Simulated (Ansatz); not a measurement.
# cubic BaZrO3 (1 1 0) on zinc-blende GaSb (1 1 0) (film strained to the substrate, started from cuts of the bulks and a machine-learned relaxation; slabs Ga6Sb6 and Ba3Zr3O11, which can lie off the formulas)

A periodic stack without vacuum, cubic BaZrO3 (1 1 0) on zinc-blende GaSb (1 1 0) (film strained to the substrate, started from cuts of the bulks and a machine-learned relaxation; slabs Ga6Sb6 and Ba3Zr3O11, which can lie off the formulas): substrate slab Ga6Sb6, film Ba3Zr3O11, surface cells [[0, -1], [1, -1]] and [[1, 0], [1, 1]], film strained by +3.9 and +3.9 %, outermost planes GaSb/GaSb and O/O as cut, which need not be the usual terminations and can put a slab off its formula.

The start was prepared with a machine-learned potential, and the result is one local minimum, with the in-plane cell held and forces under 0.04 eV/Å; the film can end far from its bulk form.

All values below come from PBE (plane waves to 420 eV, PAW; Ansatz, a first-principles code). No spin–orbit coupling; the runs are not spin-polarised. Its k-point mesh 6×4×1, Fermi–Dirac width 0.05 eV.

* **interface area**: 27.3 Å²
* **period**: 22.87 Å
* **heights between the nearest atoms of the two slabs at the two interfaces**: 1.49 and 1.47 Å
* **Ga–O contacts across the interfaces within 1.22 times the sum of covalent radii**: 2, mean 1.84 Å
* **Ba–Ga contacts across the interfaces within 1.22 times the sum of covalent radii**: 2, mean 3.76 Å
* **O–Sb contacts across the interfaces within 1.22 times the sum of covalent radii**: 2, mean 2.00 Å
* **Ba–Sb contacts across the interfaces within 1.22 times the sum of covalent radii**: 2, mean 3.82 Å

```
CELL_PARAMETERS angstrom
      4.39300     0.00087    -0.00943
      4.39246     6.20988     0.20908
     -2.23994    -1.25884    22.84820
ATOMIC_POSITIONS crystal
  Ga 0.61923 0.08210 0.13246
  Ga 0.64315 0.60663 0.03121
  Ga 0.71851 0.09799 0.32219
  Ga 0.67534 0.59149 0.22485
  Ga 0.84126 0.12612 0.51352
  Ga 0.75210 0.60243 0.41504
  Sb 0.37130 0.33275 0.03871
  Sb 0.36082 0.83794 0.12969
  Sb 0.42238 0.34430 0.22674
  Sb 0.46408 0.85057 0.32040
  Sb 0.49370 0.35981 0.41690
  Sb 0.56375 0.87489 0.50677
  Ba 0.20326 0.46720 0.64252
  Zr 0.22350 0.96718 0.64949
  O  0.54352 0.74860 0.57847
  O  0.88453 0.22489 0.58747
  O  0.77705 0.95988 0.65589
  Ba 0.78249 0.97492 0.77491
  Zr 0.78848 0.47201 0.77253
  O  0.06417 0.21010 0.71204
  O  0.54832 0.69522 0.70383
  O  0.31564 0.47253 0.77286
  Ba 0.33690 0.47924 0.89465
  Zr 0.34607 0.97608 0.90149
  O  0.60062 0.73164 0.83482
  O  0.07183 0.24058 0.84023
  O  0.87658 0.98344 0.89194
  O  0.27227 0.20401 0.96707
  O  0.58395 0.71645 0.95960
```
